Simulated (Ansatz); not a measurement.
## A computed series for SrZrO3: element substitutions

Base system: SrZrO$_{3}$ in the cubic perovskite structure (space group Pm-3m, No. 221; a = 4.130 Å).

Each row replaces one element on all its sites; cell and atoms are relaxed.

The values are results of Ansatz (an electronic-structure program), PBEsol, PAW, cutoff 420 eV, spin-orbit coupling left out, not measurements.

```csv
case,lattice parameter a,band gap
base,4.130 Å,3.31 eV
Zr → Hf,?,?
O → N,4.217 Å,zero
Sr → Be,?,zero
```

Q: Complete the table.

A: 
- Zr → Hf, lattice parameter a: 4.106 Å
- Zr → Hf, band gap: 3.72 eV
- Sr → Be, lattice parameter a: 4.053 Å

With Hf present, leaving out spin-orbit coupling can change the band edges. Whether these cells are dynamically stable was not tested. As relaxed here, SrZrN3 and ZrBeO3 are hypothetical phases, not in the database extracts checked. The final runs are not spin-polarised. An odd electron count without spin: SrZrN3. Many cubic perovskites are stable only at high temperature; tilts and polar distortions were not tested. A zero or small gap of ZrBeO3 can be the functional's error rather than a property of the material.
